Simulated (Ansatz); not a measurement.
# GeSb2Te4 (model structure, started from the GeSb2Te4 type, R-3m, No. 166, 7 atoms in the cell)

The numbers are results of PBEsol (Ansatz, a first-principles code, plane waves, PAW), not measurements.

Run with plane-wave cutoff 520 eV, 10×10×10 k mesh, Fermi–Dirac smearing 0.01 eV, scalar-relativistic PAW data made under PBE.

Cell (relaxed at this level):

GeSb$_{2}$Te$_{4}$ is modelled in the trigonal space group R-3m, hexagonal axes (No. 166), Pearson symbol hR7. Conventional cell: a = b = 4.2426 Å, c = 40.2109 Å, α = β = 90.00°, γ = 120.00°. Ge on 3a sees 6 Te at 2.959 Å (octahedral). Sb on 6c sees 3 Te at 2.990 Å and 3 Te at 3.155 Å (octahedral). Te1 on 6c is surrounded by 3 Sb at 2.990 Å (trigonal pyramidal). Te2 on 6c has 3 Ge at 2.959 Å and 3 Sb at 3.155 Å (octahedral). (Neighbours: up to the widest gap in distance over summed covalent radii, below 1.35, at either atom.)
(The calculation used a cell of 7 atoms; values per cell refer to that cell.)

```yaml
band_gap: 0.11 eV
smallest_direct_gap_on_the_k_points_sampled: 0.13 eV
direct gap at Γ: 0.74 eV
```

Note: the relaxation could raise the start's symmetry but not lower it, so the cell can be a saddle point.

Spin–orbit coupling is not included; it can close the smallest gap of 0.11 eV.

Computed values are for the static lattice.

A model structure was made by putting elements into a prototype or built by hand; it is no filed structure, need not be a known phase, and can be a saddle point held by its symmetry.
